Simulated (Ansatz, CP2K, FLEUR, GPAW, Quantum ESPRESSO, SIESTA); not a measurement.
Code comparison for Ca2CdPt2 (Immm, 5 atoms in the cell)

Self-consistent single point, at a second geometry (lattice scaled by 0.98). First geometry:

```xyz
5
Lattice="-2.2248 2.9469 4.2692 2.2248 -2.9469 4.2692 2.2248 2.9469 -4.2692" Properties=species:S:1:pos:R:3 pbc="T T T"
Ca     2.2248     0.0000     2.5529
Ca     0.0000     2.9469     1.7163
Cd     0.0000     0.0000     0.0000
Pt     0.0000     1.3256     4.2692
Pt     2.2248     1.6213     0.0000
```

Shared settings, as Ansatz (a quantum-chemistry and plane-wave program) writes them: kpoints.mp_grid.grid = 5 5 5; scf.occupations.method = gaussian; scf.occupations.width = 0.1 eV. Potentials and cutoffs stand in the table.

```json
[
 {"code": "GPAW", "model": "LDA (Perdew-Wang 92), GPAW PAW datasets LDA (gpaw-data 1.0.1)", "ΔF from the first geometry (meV/atom)": "-23.1", "pressure (GPa)": "-0.30", "largest force (eV/Å)": "0.045", "cutoff": "550 eV"},
 {"code": "FLEUR", "model": "LDA (Perdew-Zunger), all-electron FLAPW (FLEUR), scalar-relativistic valence", "ΔF from the first geometry (meV/atom)": "–", "pressure (GPa)": "–", "largest force (eV/Å)": "0.074", "cutoff": "Kmax 4.4 1/bohr"},
 {"code": "Ansatz", "model": "LDA (PW92), PAW files made with PBE", "ΔF from the first geometry (meV/atom)": "-24.9", "pressure (GPa)": "-0.43", "largest force (eV/Å)": "0.059", "cutoff": "default"},
 {"code": "CP2K", "model": "LDA (Pade form), GPW, DZVP-MOLOPT-SR-GTH basis, GTH-PADE potentials (GTH_POTENTIALS)", "ΔF from the first geometry (meV/atom)": "-81.9", "pressure (GPa)": "-7.57", "largest force (eV/Å)": "0.289", "cutoff": "grid 500 Ry"},
 {"code": "SIESTA", "model": "LDA PW92, numerical atomic orbitals DZP, PseudoDojo LDA standard norm-conserving potentials (rewritten from UPF to PSML)", "ΔF from the first geometry (meV/atom)": "32.7", "pressure (GPa)": "7.38", "largest force (eV/Å)": "0.132", "cutoff": "grid 400 Ry"},
 {"code": "Quantum ESPRESSO", "model": "LDA (PZ), GBRV 1.5 ultrasoft (LDA) pseudopotentials", "ΔF from the first geometry (meV/atom)": "-24.1", "pressure (GPa)": "-0.72", "largest force (eV/Å)": "0.038", "cutoff": "40 Ry"}
]
```

A dash marks a value that a program does not give, or that is left out as unsure.

On Ansatz's run: spin-orbit coupling is off. Spin polarisation is off.

The spread over the programs that give each value: ΔF from the first geometry within 114.6 meV/atom; pressure within 14.95 GPa; largest force within 0.251 eV/Å.

CP2K and SIESTA use small atom-centred bases, whose incompleteness enters pressures, forces and empty levels differently from a plane-wave cutoff. FLEUR treats all electrons, but the usual bases taken here (sphere radii, linearisation, local orbitals, empty states) were not tested for convergence, so the values are no reference for the others. Ansatz's pressure is given at a fixed set of plane waves, as the other plane-wave codes print theirs. The same LDA comes in different parametrisations, which differ slightly. In the pressure, CP2K (by 7.14) and SIESTA (by 7.81) lie more than 1 GPa from the median of the plane-wave programs. In the force vectors, CP2K (by 0.244), SIESTA (by 0.087) and Quantum ESPRESSO (by 0.091) lie more than 0.08 eV/Å from the median of the plane-wave programs.

The starting cell comes from a database of computed structures (which also holds hypothetical and non-ambient phases and stackings), without a prior relaxation at this level. For this run, on top of that: lattice scaled by 0.98.

Left out of this page: ABINIT (with a known weakness of the program).

Keys are those of Ansatz 0.2.
